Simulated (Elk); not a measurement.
Worked example: self-consistent single point of WSi₂ (I4/mmm, 3 atoms in the cell) in Elk.

Method of the run: PBEsol, all-electron FP-LAPW, Elk's shipped species files, APW+lo basis with extra local orbitals (Elk 10.2.4).

```
CELL_PARAMETERS angstrom
     -1.62875     1.62875     3.97294
      1.62875    -1.62875     3.97294
      1.62875     1.62875    -3.97294
ATOMIC_POSITIONS crystal
  Si 0.66500 0.66500 0.00000
  Si 0.33500 0.33500 0.00000
  W  0.00000 0.00000 0.00000
```

Reference input (self-consistent single point, DFT, PBE, all-electron FP-LAPW, Elk's shipped species files, APW+lo basis with extra local orbitals): xctype = 20; rgkmax = 8; stype = 0; swidth = 0.00183747 Ha; ngridk = 14 14 14; gmaxvr = 14 1/bohr; nxlo = 2; lorbcnd = true; lmaxi = 2; maxscl = 100. This run's input differs from it in these lines:

```diff
@@ -4,3 +4,3 @@
 xctype
-  20
+  22
```

The program printed (abridged):

```
│ Self-consistent loop started │
│ Loop number : 1 │
 total energy                :     -16740.2688056
│ Loop number : 2 │
 total energy                :     -16740.5987185
RMS change in Kohn-Sham potential (target) :   0.4233358082     (  0.1000000000E-05)
Absolute change in total energy (target)   :   0.3299129342     (  0.1000000000E-03)
│ Loop number : 3 │
 total energy                :     -16739.8672568
RMS change in Kohn-Sham potential (target) :   0.4041460226     (  0.1000000000E-05)
Absolute change in total energy (target)   :   0.6489834949     (  0.1000000000E-03)
│ Loop number : 4 │
   [... lines left out ...]
Absolute change in total energy (target)   :   0.4474950583E-03 (  0.1000000000E-03)
│ Loop number : 14 │
 total energy                :     -16740.5839460
RMS change in Kohn-Sham potential (target) :   0.1402873130E-06 (  0.1000000000E-05)
Absolute change in total energy (target)   :   0.1634406581E-03 (  0.1000000000E-03)
│ Loop number : 15 │
 total energy                :     -16740.5839585
RMS change in Kohn-Sham potential (target) :   0.2399445639E-07 (  0.1000000000E-05)
Absolute change in total energy (target)   :   0.5343502926E-04 (  0.1000000000E-03)
Convergence targets achieved

│ Loop number : 16 │

Energies :
 Fermi                       :     0.443213938834
 total energy                :     -16740.5839551

Density of states at Fermi energy :    5.202699277
 (states/Hartree/unit cell)

Estimated indirect band gap :   0.2027248370E-02
 from k-point    238 to k-point    225
Estimated direct band gap   :   0.1007234378E-01
 at k-point    238

Charges :
 core                        :    66.00000000
 valence                     :    36.00000000
 interstitial                :    4.255289834
 muffin-tins (core leakage)
  species :    1 (Si)
   atom    1                 :    12.24404354     (  0.1486997003E-02)
   atom    2                 :    12.24404354     (  0.1486997003E-02)
  species :    2 (W)
   atom    1                 :    73.25662309     (  0.1018919846E-06)
 total in muffin-tins        :    97.74471017
 total calculated charge     :    101.9874211
 total charge                :    102.0000000
 error                       :   0.1257887765E-01

│ Self-consistent loop stopped │
```

The run converged in 16 iterations. The count includes the last loop, which Elk runs after its targets are met. 

The starting cell has typed, rounded lattice constants, without a prior relaxation at this level. Its lattice was rescaled by a random factor within 2.5 % of one. Spin-orbit coupling is off. Spin polarisation is off. Values depend on the basis (sphere radii, cutoffs, local orbitals), which need not be converged. The log's line on a gap gives a spacing of levels on this mesh, which the program prints for metals too.

Cost on one core of a shared machine: roughly 4 min.
